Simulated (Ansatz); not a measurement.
# Several settings converged on NaAu2 (R3m, 6 atoms in the cell)

```
CELL_PARAMETERS angstrom
      0.00000     3.93288     3.93288
      3.93288     0.00000     3.93288
      3.93288     3.93288     0.00000
ATOMIC_POSITIONS crystal
  Na 0.75367 0.75367 0.75367
  Na 0.50000 0.50000 0.50000
  Au 0.12500 0.62500 0.12500
  Au 0.12500 0.12500 0.12500
  Au 0.62500 0.12500 0.12500
  Au 0.12500 0.12500 0.62500
```

Base method: PBEsol, default PAW files made with PBE (plane waves; Ansatz, an electronic-structure program).

Base settings: basis.ecutwfc = 420 eV; kpoints.mp_grid.grid = 7 7 7; hamiltonian.xc = pbesol; hamiltonian.pseudopotentials = {kind: paw} (the program's default PAW files); scf.occupations.method = fermi_dirac; scf.occupations.width = 0.1 eV.

The count of work is k-points × plane waves × bands × iterations; it is no time. Core times come from one kind of shared machine, to one figure; runs under 30 s give none.

**Shifted k-point meshes**

In this ladder: kpoints.mp_grid.shift = 0.5 0.5 0.5.

Only quantities that move along the ladder and can be compared are tabulated.

```csv
kpoints.mp_grid.grid,free energy less the last step's (meV/atom),pressure (GPa),largest difference of a force vector from the last step's (eV/Å),count of work / last
1 1 1,272.41,-1.97,0.582,0.0037
3 3 3,-3.54,-2.14,0.062,0.017
5 5 5,1.40,-2.01,0.000,0.047
7 7 7,0.35,-2.04,0.010,0.11
9 9 9,0.04,-2.05,0.005,0.21
16 16 16,0.00,-2.05,0.000,1.0
```

Coarsest kpoints.mp_grid.grid that holds the pressure within 0.05 GPa of the last step, with all finer ones: 5 5 5, at 0.047 of the last step's count of work; the step before is off by 0.09 GPa.

Coarsest kpoints.mp_grid.grid that holds the free energy within 0.5 meV/atom of the last step, with all finer ones: 7 7 7, at 0.11 of the last step's count of work; the step before is off by 1.4 meV/atom.

Coarsest kpoints.mp_grid.grid that holds the forces within 0.02 eV/Å of the last step, with all finer ones: 5 5 5, at 0.047 of the last step's count of work; the step before is off by 0.062 eV/Å.

**The k-point mesh at a smearing width of 0.3 eV**

In this ladder: scf.occupations.width = 0.3 eV.

Only quantities that move along the ladder and can be compared are tabulated.

```tsv
kpoints.mp_grid.grid	free energy less the last step's (meV/atom)	pressure (GPa)	count of work / last	core time / last (rough)
3 3 3	35.18	-1.53	0.012	–
5 5 5	-10.06	-2.05	0.052	–
7 7 7	-1.45	-1.90	0.090	–
10 10 10	0.03	-1.86	0.24	0.2
14 14 14	0.00	-1.86	0.59	0.6
17 17 17	0.00	-1.86	1.0	1
```

Coarsest kpoints.mp_grid.grid that holds the pressure within 0.05 GPa of the last step, with all finer ones: 7 7 7, at 0.090 of the last step's count of work; the step before is off by 0.19 GPa.

Coarsest kpoints.mp_grid.grid that holds the free energy within 1 meV/atom of the last step, with all finer ones: 10 10 10, at 0.24 of the last step's count of work and about 0.2 of the last step's time; the step before is off by 1.4 meV/atom.

**The mesh under tetrahedron occupations**

In this ladder: scf.occupations.method = tetrahedron; scf.occupations.width = default.

Only quantities that move along the ladder and can be compared are tabulated.

```tsv
kpoints.mp_grid.grid	free energy less the last step's (meV/atom)	pressure (GPa)	count of work / last
3 3 3	78.53	-2.12	0.025
4 4 4	-13.95	-2.21	0.046
5 5 5	-11.18	-2.23	0.067
7 7 7	-3.91	-2.15	0.15
11 11 11	0.58	-2.09	0.51
14 14 14	0.00	-2.09	1.0
```

Coarsest kpoints.mp_grid.grid that holds the free energy within 2 meV/atom of the last step, with all finer ones: 11 11 11; the step before is off by 3.9 meV/atom.

Coarsest kpoints.mp_grid.grid that holds the pressure within 0.1 GPa of the last step, with all finer ones: 7 7 7, at 0.15 of the last step's count of work; the step before is off by 0.15 GPa.

On the base run: the starting cell comes from a database of computed structures (which also holds hypothetical and non-ambient phases and stackings), without a prior relaxation at this level. Its lattice was rescaled by up to half a per cent. One atom was moved a little off its site on purpose. Ansatz's pressure includes its estimate of the finite-basis (Pulay) stress.

Keys are those of Ansatz 0.2.
